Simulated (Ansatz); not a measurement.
## PBE-D3(BJ) against r2SCAN+rVV10: TiTe2, pressure 0.7 GPa

Base system: TiTe2 in the CdI2 type structure (space group P-3m1, No. 164; a = 3.6973 Å, c = 6.3840 Å; layered, stacked along the Cartesian z axis).

(Cell as relaxed with PBE-D3(BJ).)

Levels (all Ansatz, a first-principles code, PAW): PBE-D3(BJ) (420 eV, scalar-relativistic without spin-orbit coupling); r2SCAN+rVV10 (500 eV, no SOC).

Each level relaxes its own structure.

```json
[
 {"base": "volume per atom", "PBE-D3(BJ)": "25.19 Å³", "r2SCAN+rVV10": "27.29 Å³"},
 {"base": "lattice parameter a", "PBE-D3(BJ)": "3.697 Å", "r2SCAN+rVV10": "3.784 Å"},
 {"base": "band gap", "PBE-D3(BJ)": "zero", "r2SCAN+rVV10": "zero"}
]
```

Now apply this change: a hydrostatic pressure of 0.7 GPa.

```json
[
 {"quantity": "volume per atom", "PBE-D3(BJ)": "24.78 Å³", "r2SCAN+rVV10": "…"},
 {"quantity": "c/a ratio", "PBE-D3(BJ)": "1.723", "r2SCAN+rVV10": "…"}
]
```

Task: Given the PBE-D3(BJ) results, estimate those of r2SCAN+rVV10.

Result: 
- volume per atom, r2SCAN+rVV10: 26.70 Å³
- c/a ratio, r2SCAN+rVV10: 1.731

PBE-D3(BJ)'s volume per atom lies 1.92 Å³ below r2SCAN+rVV10's (7.2 %); PBE-D3(BJ)'s c/a ratio lies 0.008 below r2SCAN+rVV10's. Neither level is exact; r2SCAN+rVV10 is the comparison here, not a measurement.

Load acts through the strain it causes; cell and atoms are relaxed under it. Whether these cells are dynamically stable was not tested. The final runs are not spin-polarised.
